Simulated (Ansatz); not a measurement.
ZrO₂ in the fluorite structure (space group Fm-3m, No. 225)

```xyz
3
Lattice="0.0000 2.5579 2.5579 2.5579 0.0000 2.5579 2.5579 2.5579 0.0000" Properties=species:S:1:pos:R:3 pbc="T T T"
Zr     0.0000     0.0000     0.0000
O      1.2790     1.2790     1.2790
O      3.8369     3.8369     3.8369
```

All numbers come from Ansatz (a program for electronic structure), PBE, PAW, cutoff 420 eV, without spin-orbit coupling, earlier PAW set. Settings: 11×11×11 k-points, 0.05 eV Fermi–Dirac smearing.

The volume per atom is 11.16 Å³ and the density comes out as 6.11 g/cm³. The band gap is 3.32 eV, indirect, X → Γ, the electron mass (degenerate bands, along [100]) is 0.51, 2.1 mₑ and the lowest conduction-band minima above the VBM is Γ 3.32 eV; X along ⟨100⟩ 3.75 eV; a point along ⟨110⟩, about 0.8 Å⁻¹ from Γ 3.76 eV; L along ⟨111⟩ 3.94 eV. The total energy is -1774.618 eV/atom (σ→0; compares only within this code and set-up).

Masses are band curvatures over ±0.01 Å⁻¹ around the edge. Stability against distortions was not tested. This is not the structure that ZrO2 has at room temperature and ambient pressure.
